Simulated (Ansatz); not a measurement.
Here is the system:

```
CELL_PARAMETERS angstrom
      6.31454     0.00000     0.00000
      0.00000     6.54215     0.00000
      0.00000     0.00000     4.20384
ATOMIC_POSITIONS crystal
  Ca 0.50000 0.50000 0.50000
  Ca 0.00000 0.00000 0.00000
  Cl 0.79844 0.18910 0.50000
  Cl 0.20156 0.81090 0.50000
  Cl 0.29844 0.31090 0.00000
  Cl 0.70156 0.68910 0.00000
```

No spin polarisation.

A single point on CaCl2 with a change (isotropic strain +1.90 %), its geometry relaxed with PBEsol.

Method: r2SCAN, PAW, 500 eV (Ansatz, an electronic-structure program; without spin-orbit coupling). Settings: 6×5×8 k-points, 0.05 eV Fermi–Dirac smearing.

### Question
Predict the band gap.

### Answer
5.95 eV.

### Question
What is the computed gap character?

### Answer
Direct at Γ.

### Question
Predict the width of the top valence band.

### Answer
0.64 eV.

Single points use the geometry relaxed with PBEsol. Stability against distortions was not tested. The cell was made from CaCl2 (space group Pnnm, No. 58) by this change: isotropic strain +1.90 %.
